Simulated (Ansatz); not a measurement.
## Pressure series in Rh2Ge

Start from Rh2Ge (space group Pnma, No. 62; a = 5.415 Å, b = 4.006 Å, c = 7.576 Å).

Cell and atoms are relaxed at each pressure.

All numbers come from DFT with PBEsol, PAW potentials and a 420 eV plane-wave cutoff in Ansatz (an electronic-structure program), without spin-orbit coupling, earlier PAW set.

Notes on the quantities. enthalpy: H = E + PV relative to the base's energy.

```csv
case,density,shortest interatomic distance,enthalpy
base,11.26 g/cm³,4.670 bohr,–
pressure −1 GPa,11.21 g/cm³,4.675 bohr,-0.09 eV/atom
pressure 3 GPa,11.40 g/cm³,4.659 bohr,+0.25 eV/atom
pressure 7 GPa,11.58 g/cm³,4.644 bohr,+0.59 eV/atom
pressure 15 GPa,11.90 g/cm³,4.616 bohr,+1.24 eV/atom
pressure 30 GPa,[?],[?],+2.43 eV/atom
pressure 50 GPa,13.05 g/cm³,4.517 bohr,+3.94 eV/atom
pressure 75 GPa,13.70 g/cm³,4.454 bohr,+5.74 eV/atom
pressure 100 GPa,14.26 g/cm³,4.397 bohr,+7.46 eV/atom
```

**Question.** Some entries are withheld; estimate them.

**Answer.** 
- pressure 30 GPa, density: 12.44 g/cm³
- pressure 30 GPa, shortest interatomic distance: 4.570 bohr

Load acts through the strain it causes; cell and atoms are relaxed under it. No phonon test of stability was made. No other phases were tried under pressure. All final runs are without spin polarisation.
